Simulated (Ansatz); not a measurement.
## MgO (Pm-3n, No. 223, 12 atoms in the cell; start mp-1101930; a measured phase of this formula has another space group)

These are r²SCAN+rVV10 in Ansatz (plane waves, PAW) values and carry that method's errors.

Run with plane-wave cutoff 560 eV, 6×6×6 k mesh, Fermi–Dirac smearing 0.01 eV, scalar-relativistic PAW data made under PBE.

Cell (relaxed at this level):

```cif
data_Mg6O6
_chemical_formula_sum 'Mg6 O6'
_space_group_name_H-M_alt 'P 1'
_space_group_IT_number 1
_cell_length_a 5.56535
_cell_length_b 5.56535
_cell_length_c 5.56535
_cell_angle_alpha 90.000
_cell_angle_beta 90.000
_cell_angle_gamma 90.000
loop_
_space_group_symop_operation_xyz
  'x, y, z'
loop_
_atom_site_label
_atom_site_type_symbol
_atom_site_fract_x
_atom_site_fract_y
_atom_site_fract_z
_atom_site_occupancy
Mg1 Mg 0.25000 0.00000 0.50000 1
Mg2 Mg 0.75000 0.00000 0.50000 1
Mg3 Mg 0.50000 0.75000 0.00000 1
Mg4 Mg 0.50000 0.25000 0.00000 1
Mg5 Mg 0.00000 0.50000 0.75000 1
Mg6 Mg 0.00000 0.50000 0.25000 1
O1 O 0.25000 0.50000 0.00000 1
O2 O 0.75000 0.50000 0.00000 1
O3 O 0.00000 0.75000 0.50000 1
O4 O 0.00000 0.25000 0.50000 1
O5 O 0.50000 0.00000 0.75000 1
O6 O 0.50000 0.00000 0.25000 1
```

```
Quantity                        Value
--------  ---------------------------
band gap  3.29 eV (on the SCF k mesh)
```

Note: the relaxation could not lower the start's symmetry, so the cell can be a saddle point above a distorted one.

Computing time: around 90 core-seconds (rough).

A start named mp-… is a Materials Project structure, which need not be a measured phase.

Ansatz is a quantum-chemistry and plane-wave program.
